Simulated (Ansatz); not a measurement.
The starting structures come from a database of crystals and need not be the phases stable at ambient conditions.

Consider the following.

```xyz
16
Lattice="3.5924 0.0000 0.0000 -1.7962 4.6717 0.0000 0.0000 0.0000 9.6664" Properties=species:S:1:pos:R:3 pbc="T T T"
Ti     0.0000     2.9474     7.2498
Ti     1.7962     1.7242     2.4166
Al     0.0000     3.3584     4.2937
Al     1.7962     1.3133     5.3727
Al     1.7962     1.3133     9.1270
Al     0.0000     3.3584     0.5395
O      0.0000     1.7519     5.4737
O      1.7962     2.9198     4.1927
O      1.7962     2.9198     0.6405
O      0.0000     1.7519     9.0259
O      0.0000     4.2571     5.9614
O      1.7962     0.4146     3.7050
O      1.7962     0.4146     1.1282
O      0.0000     4.2571     8.5383
O      1.7962     2.1935     7.2498
O      0.0000     2.4781     2.4166
```

Space group of this cell: Cmcm. The cell is taken as given.

Transport runs along the normal of the first two printed cell vectors.

The gap is the functional's own. No spin-orbit coupling. Mid-gap values are interpolated on the energy grid.

Question: Give the band gap and the smallest decay constant κ at mid-gap that Ansatz (a first-principles code) with PBEsol yields.

Answer: Gap 3.00 eV on a 10×10×4 mesh; κ = 0.357 1/Å, at the zone centre.
